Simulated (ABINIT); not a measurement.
# Pressure against volume in fluorite-structure PtAl2 (space group 225) (ABINIT, PBE)

```
CELL_PARAMETERS angstrom
      0.00000     2.90246     2.90246
      2.90246     0.00000     2.90246
      2.90246     2.90246     0.00000
ATOMIC_POSITIONS crystal
  Al 0.25000 0.25000 0.25000
  Al 0.75000 0.75000 0.75000
  Pt 0.00000 0.00000 0.00000
```

Method: PBE, norm-conserving pseudopotentials (PseudoDojo nc-sr-05 PBE standard) (plane waves; ABINIT 10.0.3). Settings: pseudos = [Al.upf, Pt.upf]; ecut = 110 Ry; ixc = 11; occopt = 3; tsmear = 0.00183747 Ha; ngkpt = 17 17 17; nshiftk = 1; shiftk = 0 0 0; potentials = PseudoDojo nc-sr-05 PBE standard; nband = 17; kptopt = 1; nstep = 60; tolvrs = 1e-12. The cell above is the first row's. The rows scale it uniformly. In all rows fractional positions and the k mesh are held.

| V (Å^3/atom) | P (GPa) |
|---|---|
| 16.3007 | 10.73 |
| 16.6551 | 7.11 |
| 17.0094 | 3.88 |
| 17.3638 | 0.98 |
| 17.7181 | -1.61 |
| 18.0725 | -3.93 |
| 18.4269 | -6.00 |
| 18.7812 | ? |

Taking a cubic for P over the 7 complete rows: With u = V - 17.4, the rows have u = -1.0993, -0.7449, -0.3906, -0.0362, 0.3181, 0.6725, 1.0269. Least squares gives P = 0.701 - 7.6395·u + 1.2115·u² - 0.1244·u³. Residuals (row less fit): 0.002, -0.005, 0.003, 0.001, 0.001, -0.004, 0.001; standard error 0.004 (degrees of freedom: 3). The fitted pressure is zero at V0 = 17.49, where dP/dV = -7.417, so B0 = -V0·dP/dV = 130 GPa.

Q: Estimate the missing P (V = 18.7812); what did the run itself give?

A: u = 1.3812, so P = 0.701 - 7.6395 × 1.3812 + 1.2115 × 1.3812² - 0.1244 × 1.3812³ = -7.867 GPa. The calculation gives -7.85 GPa, 0.017 GPa above the prediction (0.1 % of the range of P in the table). The row lies outside the fitted rows, so this is an extrapolation. From the scatter of the fitted rows alone, a prediction at this place has a standard error of 0.013 GPa, so the miss is 1.3 times that.

Carrying the step between the two nearest rows on in a straight line would have given -8.07, off by 0.22; series whose last step already gives the withheld value aren't shown. The scan was laid around a cell of about the measured size, scaled by a guess for this functional. The runs keep the symmetry of the cell, so they don't test it for distortions. Spin polarisation is off. Spin-orbit coupling is off. 1 of the planned runs didn't end soundly and are left out. Cutoffs and mesh are single choices, not tested for convergence of this quantity. Series with a scatter that would blur these digits, or in which a gap closes, are not shown.
